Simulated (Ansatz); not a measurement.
An Ansatz (a program for electronic structure) input (Ansatz, PBEsol, PAW, cutoff 420 eV, spin-orbit coupling left out):

Ansatz 0.2 input:
```yaml
crystal:
  lattice:
    - [2.7106117574, 0, 0]
    - [-1.3553058787, 2.3474586417, 0]
    - [0, 0, 4.3734645249]
  atoms:
    - { symbol: Re, position: [0.6666666667, 0.3333333333, 0.75] }
    - { symbol: Re, position: [0.3333333333, 0.6666666667, 0.25] }
basis: { ecutwfc: 420, ecutrho_ratio: 4, xc_grid: 2, fft_grid_basis: typed }
kpoints: { mp_grid: { grid: [24, 24, 13] } }
hamiltonian:
  xc: pbesol
  dispersion: none
  pseudopotentials: { kind: paw }
scf: { occupations: { method: fermi_dirac, width: 0.1 }, convergence: { dr2_threshold: 0.0000000002 } }
relax: { f_tol: 0.005, max_steps: 50 }
output: { forces: true, stress: true }
checkpoint: { write: state.ck, write_every: 1000 }
```

Problem. Which symmetry and how many k-points will the program report, and about how many plane waves at Γ?

Solution. Space group P63/mmc (ITA 194) with 24 operations, k-points 427 of 7488, and 549 plane waves at Γ.

Problem. And the final pressure?

Solution. 19.55 GPa (compression positive).

The cells carry an imposed strain or load. Whether these cells are dynamically stable was not tested. The final runs are not spin-polarised. The cell was made from Re in the hcp (Mg type) structure (space group P6_3/mmc, No. 194) by this change: isotropic strain −1.50 %.
